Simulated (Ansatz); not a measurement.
System: NaOH (P2₁, No. 4, 6 atoms in the cell; start mp-626000). Method: G0W0@PBEsol in Ansatz (hard PAW, contour deformation, complete-basis limit).

Settings: largest k mesh 8×8×6 (not extrapolated in the mesh).

Cell (relaxed with PBEsol):

```
NaHO
1.0
    3.49166     0.00000     0.06209
    0.00000     3.39236     0.00000
   -1.51323     0.00000     4.87212
Na H O
2 2 2
Cartesian
  0.12421   2.70146   1.46858
  1.85421   1.00528   3.46563
  0.19575   3.18026   4.57590
  1.78267   1.48408   0.35831
  0.03659   2.59901   3.78826
  1.94184   0.90283   1.14595
```

Task: Estimate the band gap that the calculation returns.

Result: 
- band gap: 6.81 eV (indirect)

Note: the gap holds a correction of +0.53 eV to the complete basis.

Static lattice: no zero-point or thermal effects.

A start named mp-… is a Materials Project structure, which need not be a measured phase.

Ansatz is a program for electronic structure.
